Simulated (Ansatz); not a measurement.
Consider Ir in the fcc (Cu type) structure (space group Fm-3m, No. 225; a = 3.8118 Å; relaxed with 0.1 eV smearing). Axes: x, y, z lie along the cube axes.

Computed with LDA, PAW, 420 eV (Ansatz, a first-principles code; without spin-orbit coupling).

Before the change:

The volume per atom comes out as 13.85 Å³.

The change: biaxial strain −0.50 %, plane normal [001], relaxed out of plane (Cartesian); in-plane vectors clamped, the third vector and the atoms free.

Question: What happens to the in-plane stress, volume per atom and energy relative to the base?

Answer: The mean in-plane stress (compression positive) amounts to +3.7 GPa; the volume per atom decreases by 0.082 Å³, from 13.85 Å³ to 13.76 Å³; the energy rises by 1.6 meV/atom.

No phonon test of stability was made. The final runs are not spin-polarised.
